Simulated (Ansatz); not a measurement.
Consider TiAl (space group P4/mmm, No. 123; a = 2.8239 Å, c = 4.0746 Å; relaxed with 0.1 eV smearing). Axes: x, y, z lie along a, b, c of the conventional cell.

Computed with DFT with PBE, PAW potentials and a 420 eV plane-wave cutoff in Ansatz (an electronic-structure program), without spin-orbit coupling, earlier PAW set.

For the base:

- Shortest interatomic distance: 5.336 bohr

One thing is altered: biaxial strain +1.75 %, plane normal [001], relaxed out of plane (Cartesian); in-plane vectors clamped, the third vector and the atoms free.

What happens to the in-plane stress?

The mean in-plane stress (compression positive) is -2.7 GPa.

Predict the new shortest interatomic distance.

The shortest interatomic distance rises by 0.051 bohr, from 5.336 bohr to 5.387 bohr.

Stability against distortions was not tested. All final runs are without spin polarisation.
